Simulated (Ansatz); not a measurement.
Base system: Al₂Cu (space group I4/mcm, No. 140).

```
Al2Cu
1.0
   -3.00291     3.00291     2.39485
    3.00291    -3.00291     2.39485
    3.00291     3.00291    -2.39485
Al Cu
4 2
Direct
  0.65905   0.15905   0.81810
  0.84095   0.65905   0.50000
  0.15905   0.34095   0.50000
  0.34095   0.84095   0.18190
  0.25000   0.25000   0.00000
  0.75000   0.75000   0.00000
```

Computed with r2SCAN, PAW, 500 eV (Ansatz, a program for electronic structure; no SOC).

For the base:

| Item | Result |
|---|---|
| Pressure | 0.0 GPa |

One thing is altered: every lattice vector is stretched by 5.84 %, atoms relaxed at fixed cell.

Predict the new energy relative to the base.

The energy increases by 128 meV/atom.

How does this affect the pressure?

The pressure (mean of the normal stresses, compression positive) goes from zero to -13.0 GPa.

The cells carry an imposed strain or load. Stability against distortions was not tested. All final runs are without spin polarisation.
